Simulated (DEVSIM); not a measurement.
System: Mo/SiO2/p-InP capacitor, at 300 K.

```tsv
layer (left to right)	material	thickness (nm)	Na (cm⁻³)
1	SiO2	6.90	-
2	InP	12000	2.7e15
```

Metal gate on the left, work function 4.6 eV. Fixed charge at the semiconductor interface 0 cm⁻² (in units of +e); no interface traps.

The device is made up for the run: typed textbook-type constants, with dimensions and the other settings drawn at random. Values at 300 K.

```csv
parameter,SiO2,InP
gap (eV),9,1.344
affinity (eV),0.9,4.38
permittivity,3.9,12.5
Nc (cm⁻³),-,5.7e17
Nv (cm⁻³),-,1.1e19
```

Model (solved in DEVSIM): 1D Poisson equation in equilibrium, Boltzmann statistics, complete ionisation; no quantum confinement or tunnelling. Metal contacts follow the ideal Schottky-Mott rule: no Fermi-level pinning, no interface dipoles.

The interface trap density was swept, all else fixed.

```csv
interface trap density (cm^-2 eV^-1),flat-band voltage (V),threshold voltage (band bending 2φF) (V),minimum of the low-frequency capacitance (μF/cm²)
0,-0.91,0.14,0.0165
1e10,-0.91,0.14,0.0180
1e11,-0.92,…,…
3e11,-0.95,0.19,0.0577
1e12,-1.06,0.31,0.131
2e12,-1.20,0.48,0.202
```

**Question.** Complete the blanks.

**Answer.** 
- 1e11, threshold voltage (band bending 2φF) (V): 0.16
- 1e11, minimum of the low-frequency capacitance (μF/cm²): 0.0311
